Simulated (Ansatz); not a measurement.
System: SnC (model structure, started from the zincblende type, F-43m, No. 216, 2 atoms in the cell). Method: PBEsol (plane waves, PAW; Ansatz, a program for electronic structure).

Settings: plane-wave cutoff 520 eV, 12×12×12 k mesh, Fermi–Dirac smearing 0.01 eV, scalar-relativistic PAW data made under PBE.

Cell (relaxed with PBEsol):

Space group F-43m (No. 216); a = b = c = 5.034 Å, α = β = γ = 90.00°

| atom | site | symmetry | x | y | z |
|---|---|---|---|---|---|
| C | 4c | -43m | 0.2500 | 0.2500 | 0.2500 |
| Sn | 4a | -43m | 0.0000 | 0.0000 | 0.0000 |
(The calculation used a cell of 2 atoms; values per cell refer to that cell.)

Task: Give the computed band gap.

Result: 
- band gap = 0.78 eV

Note: the relaxation could raise the start's symmetry but not lower it, so the cell can be a saddle point.

Spin–orbit coupling is not included.

Computed values are for the static lattice.

It cost about 10 core-seconds (a rough figure) of CPU time.

A model structure was made by putting elements into a prototype or built by hand; it is no filed structure, need not be a known phase, and can be a saddle point held by its symmetry.
